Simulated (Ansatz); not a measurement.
The starting structures come from a database of crystals and need not be the phases stable at ambient conditions.

The decay constant κ of evanescent states in the gap governs leakage through a thin film.

Data:

```
CdNaVO4
1.0
    6.87477     0.00000     0.00000
    0.00000     9.51506     0.00000
    0.00000     4.75753     3.10830
Na V Cd O
2 2 2 8
Direct
  0.50000   0.50000   0.00000
  0.00000   0.50000   0.00000
  0.75000   0.13984   0.00000
  0.25000   0.86016   0.00000
  0.75000   0.82455   0.00000
  0.25000   0.17545   0.00000
  0.25000   0.19472   0.55200
  0.75000   0.80528   0.44800
  0.75000   0.25328   0.55200
  0.25000   0.74672   0.44800
  0.04426   0.75129   0.00000
  0.95574   0.24871   0.00000
  0.54426   0.24871   0.00000
  0.45574   0.75129   0.00000
```

Space group of this cell: Cmcm. The cell is taken as given; by r2SCAN its mean pressure is -7.0 GPa.

Transport runs along the normal of the first two printed cell vectors.

The gap is the functional's own, uncorrected, and κ follows it; spin-orbit coupling is left out. Mid-gap values are interpolated between the computed energies.

Q: Compute, with r2SCAN in Ansatz (a first-principles code), the band gap and the smallest decay constant κ at mid-gap.

A: Gap 2.99 eV on a 6×10×10 mesh; κ = 0.468 1/Å, at (0.000, 0.250) of the in-plane reciprocal vectors. At the zone centre, at the nearest computed energy, the slowest state has κ = 0.48 1/Å.
